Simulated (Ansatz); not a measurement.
## Pressure series in BeS

The reference is BeS in the zinc blende structure (space group F-43m, No. 216).

```
CELL_PARAMETERS angstrom
      0.00000     2.43431     2.43431
      2.43431     0.00000     2.43431
      2.43431     2.43431     0.00000
ATOMIC_POSITIONS crystal
  Be 0.00000 0.00000 0.00000
  S  0.25000 0.25000 0.25000
```

Cell and atoms are relaxed at each pressure.

All numbers come from Kohn–Sham DFT with the r2SCAN functional, run in Ansatz (a program for electronic structure) with PAW and 500 eV plane waves, no SOC.

Candidates:
(a) pressure 22.5 GPa
(b) pressure 9 GPa
(c) pressure 30 GPa
(d) pressure 4.5 GPa

Before the change:

- Band gap: 3.59 eV

Problem. Order them by band gap, highest first.

Solution. (d) pressure 4.5 GPa (3.49 eV), (b) pressure 9 GPa (3.40 eV), (a) pressure 22.5 GPa (3.15 eV), (c) pressure 30 GPa (3.02 eV)

Load acts through the strain it causes; cell and atoms are relaxed under it. No phonon test of stability was made. Competing high-pressure phases were not computed.
